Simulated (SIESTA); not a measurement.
# Worked example: self-consistent single point of Si2Mo (I4/mmm, 3 atoms in the cell) in SIESTA

Level of theory: SIESTA with GGA PBE, numerical atomic orbitals TZP, PseudoDojo PBE standard norm-conserving potentials (rewritten from UPF to PSML).

Input as run:

```
# files in the folder: Si.psml Mo.psml (PseudoDojo PBE standard)
SystemName  Si2Mo
SystemLabel siesta

NumberOfAtoms                3
NumberOfSpecies              2
%block ChemicalSpeciesLabel
  1 14 Si
  2 42 Mo
%endblock ChemicalSpeciesLabel
LatticeConstant              1.0 Bohr
%block LatticeVectors
    -3.069366871    3.069366871    7.487145928
     3.069366871   -3.069366871    7.487145928
     3.069366871    3.069366871   -7.487145928
%endblock LatticeVectors
AtomicCoordinatesFormat      Bohr
%block AtomicCoordinatesAndAtomicSpecies
    -0.000000000    0.000000000    9.951465139  1
     0.000000000   -0.000000000    5.022826718  1
     0.000000000    0.000000000    0.000000000  2
%endblock AtomicCoordinatesAndAtomicSpecies

XC.functional                GGA
XC.authors                   PBE
PAO.BasisSize                TZP
PAO.EnergyShift              0.01 Ry
MeshCutoff                   350 Ry
%block kgrid.MonkhorstPack
   11   0   0  0.0
    0  11   0  0.0
    0   0  11  0.0
%endblock kgrid.MonkhorstPack
OccupationFunction           FD
ElectronicTemperature        0.1 eV

MaxSCFIterations             150
SCF.Mixer.Method             Broyden
SCF.Mixer.Weight             0.25
SCF.Mixer.History            8
SCF.DM.Tolerance             1.0E-05
Diag.ParallelOverK           true
WriteForces                  true
```

Log, with long lists cut:

```
reinit: Reading from file input.fdf

reinit: System Name: Si2Mo
reinit: System Label: siesta

coor:   Atomic-coordinates input format  =     Cartesian coordinates
coor:                                            (in Bohr units)

siesta: Atomic coordinates (Bohr) and species
siesta:     -0.00000   0.00000   9.95147  1        1
siesta:      0.00000  -0.00000   5.02283  1        2
siesta:      0.00000   0.00000   0.00000  2        3

siesta: System type = bulk

initatomlists: Number of atoms, orbitals, and projectors:      3    59    54

siesta: ******************** Simulation parameters ****************************
redata: Spin configuration                          = none
redata: Time-Reversal Symmetry                      = T
redata: Number of Atomic Species                    =        2
redata: Mesh Cutoff                                 =   350.0000 Ry
redata: Net charge of the system                    =     0.0000 |e|
redata: Min. number of SCF Iter                     =        0
redata: Max. number of SCF Iter                     =      150
redata: SCF convergence failure will abort job
redata: SCF mix quantity                            = Hamiltonian
redata: Mix DM or H after convergence               =   F
redata: Recompute H after scf cycle                 =   F
redata: Mix DM in first SCF step                    =   T
redata: No kicks to SCF
redata: DM Mixing Weight for Kicks                  =     0.5000
redata: Require Harris convergence for SCF          =   F
redata: Harris energy tolerance for SCF             =     0.000100 eV
redata: Require DM convergence for SCF              =   T
redata: DM tolerance for SCF                        =     0.000010
redata: Require EDM convergence for SCF             =   F
redata: EDM tolerance for SCF                       =     0.001000 eV
redata: Require H convergence for SCF               =   T
redata: Hamiltonian tolerance for SCF               =     0.001000 eV
redata: Require (free) Energy convergence for SCF   =   F
redata: (free) Energy tolerance for SCF             =     0.000100 eV
redata: Using DFT-D3 dispersion                     =   F
redata: Using Saved Data (generic)                  =   F
redata: Method of Calculation                       = Diagonalization
redata: Electronic Temperature                      =  1160.4518 K
redata: Number of TDED substeps                     =        3
redata: Dynamics option                             = Single-point calculation
redata: Save all siesta data in one NC              =   F
redata: ***********************************************************************

%block SCF.Mixers
  Broyden
%endblock SCF.Mixers

%block SCF.Mixer.Broyden
  # Mixing method
  method broyden

  # Mixing options
  weight 0.2500
  weight.linear 0.2500
  weight.prime 0.2500
  history 8
%endblock SCF.Mixer.Broyden

DM_history_depth set to one: no extrapolation allowed by default for geometry relaxation
Size of DM history Fstack: 1
Total number of electrons:    22.000000
Total ionic charge:    22.000000

* ProcessorY, Blocksize:    1  60

* Orbital distribution balance (max,min):    59    59

 Kpoints in:          726 . Kpoints trimmed:          666

siesta: k-grid: Number of k-points = 666
siesta: k-points from Monkhorst-Pack grid
siesta: k-cutoff (effective) =    17.867 Ang
siesta: k-point supercell and displacements
siesta: k-grid:    11     0     0      0.000
siesta: k-grid:     0    11     0      0.000
siesta: k-grid:     0     0    11      0.000

diag: Algorithm                                     = D&C
diag: Parallel over k                               =   F
diag: Use parallel 2D distribution                  =   F
diag: Parallel block-size                           = 60
diag: Parallel distribution                         =     1 x     1
diag: Used triangular part                          = Lower
diag: Absolute tolerance                            =  0.100E-15
diag: Orthogonalization factor                      =  0.100E-05
diag: Memory factor                                 =  1.0000

superc: Internal auxiliary supercell:     7 x     7 x     9  =     441
superc: Number of atoms, orbitals, and projectors:   1323  26019  23814

                        Single-point calculation

superc: Internal auxiliary supercell:     7 x     7 x     9  =     441
superc: Number of atoms, orbitals, and projectors:   1323  26019  23814

outcell: Unit cell vectors (Ang):
       -1.624239    1.624239    3.962027
        1.624239   -1.624239    3.962027
        1.624239    1.624239   -3.962027

outcell: Cell vector modules (Ang)   :    4.579734    4.579734    4.579734
outcell: Cell angles (23,13,12) (deg):    138.4550    138.4550     60.2068
outcell: Cell volume (Ang**3)        :     41.8097
new_DM -- step:     1
Initializing Density Matrix...

Attempting to read DM from file... Failed...
DM filled with atomic data:

InitMesh: MESH = 48 x 48 x 36 = 82944
InitMesh: Mesh cutoff (required, used) =   350.000   478.554 Ry

stepf: Fermi-Dirac step function

        iscf     Eharris(eV)        E_KS(eV)     FreeEng(eV)     dDmax    Ef(eV) dHmax(eV)
   scf:    1    -2104.214705    -2134.518552    -2134.550476  1.457094 -2.925113 15.636050
   scf:    2    -2143.995745    -2143.059699    -2143.068688  0.315072 -4.145296  0.631617
   scf:    3    -2143.218820    -2143.164333    -2143.174617  0.032282 -4.114472  0.734581
   scf:    4    -2143.223055    -2143.199508    -2143.210005  0.042507 -4.220884  0.109301
   scf:    5    -2143.198148    -2143.200488    -2143.211259  0.013418 -4.233023  0.221002
   scf:    6    -2143.202982    -2143.202231    -2143.212899  0.004140 -4.253661  0.025799
   [... 3 lines left out ...]
   scf:   10    -2143.202271    -2143.202265    -2143.212924  0.000188 -4.257550  0.000398
   scf:   11    -2143.202264    -2143.202264    -2143.212924  0.000053 -4.257627  0.000244
   scf:   12    -2143.202264    -2143.202264    -2143.212924  0.000028 -4.257669  0.000149
   scf:   13    -2143.202264    -2143.202264    -2143.212924  0.000016 -4.257691  0.000086
   scf:   14    -2143.202264    -2143.202264    -2143.212924  0.000008 -4.257704  0.000054

SCF Convergence by DM+H criterion
max |DM_out - DM_in|         :     0.0000082247
max |H_out - H_in|      (eV) :     0.0000539081
SCF cycle converged after 14 iterations

Using DM_out to compute the final energy and forces

siesta: E_KS(eV) =            -2143.2023

siesta: E_KS - E_eggbox =     -2143.2023

siesta: Atomic forces (eV/Ang):
     1    0.000218    0.000218   -0.052724
     2   -0.000218   -0.000218    0.052724
     3    0.000000    0.000000   -0.000000
   Tot    0.000000    0.000000   -0.000000
   Max    0.052724
   Res    0.024855    sqrt( Sum f_i^2 / 3N )
   Max    0.052724    constrained

Stress tensor Voigt[x,y,z,yz,xz,xy] (kbar):       55.75       55.75       43.52        0.01        0.01       -0.01
(Free)E + p*V (eV/cell)    -2144.5613
Target enthalpy (eV/cell)    -2143.2129

siesta: Program's energy decomposition (eV):
siesta: Ebs     =      -490.433331
siesta: Eions   =      3776.713150
siesta: Ena     =      1003.347382
siesta: Ekin    =       693.067953
siesta: Enl     =       261.148906
siesta: Eso     =         0.000000
siesta: Edftu   =         0.000000
siesta: DEna    =        42.265104
siesta: DUscf   =         1.500273
siesta: DUext   =         0.000000
siesta: Ex      =      -334.488748
siesta: Ec      =       -33.329983
siesta: Exc     =      -367.818732
siesta: Eharris =     -2143.202264
siesta: Etot    =     -2143.202264
siesta: FreeEng =     -2143.212924

siesta: Atomic forces (eV/Ang):
siesta:      1    0.000218    0.000218   -0.052724
siesta:      2   -0.000218   -0.000218    0.052724
siesta:      3    0.000000    0.000000   -0.000000
siesta: ----------------------------------------
siesta:    Tot    0.000000    0.000000   -0.000000

siesta: Stress tensor (static) (eV/Ang**3):
siesta:     0.034793   -0.000008    0.000006
siesta:    -0.000008    0.034793    0.000006
siesta:     0.000006    0.000006    0.027166

siesta: Cell volume =         41.809723 Ang**3

siesta: Pressure (static):
siesta:                Solid            Molecule  Units
siesta:          -0.00035126         -0.00033932  Ry/Bohr**3
siesta:          -0.03225082         -0.03115451  eV/Ang**3
siesta:         -51.67150635        -49.91502221  kBar
```

The run converged in 14 iterations.

The starting cell comes from a database of computed structures (which also holds hypothetical and non-ambient phases and stackings), without a prior relaxation at this level. Its lattice was rescaled by a random factor within 2.5 % of one. Spin polarisation is off. Values carry the incompleteness of an atom-centred basis. With a pressure of about -5 GPa the cell is away from its equilibrium volume at this level.

Cost on one core of a shared machine: roughly 4 min.
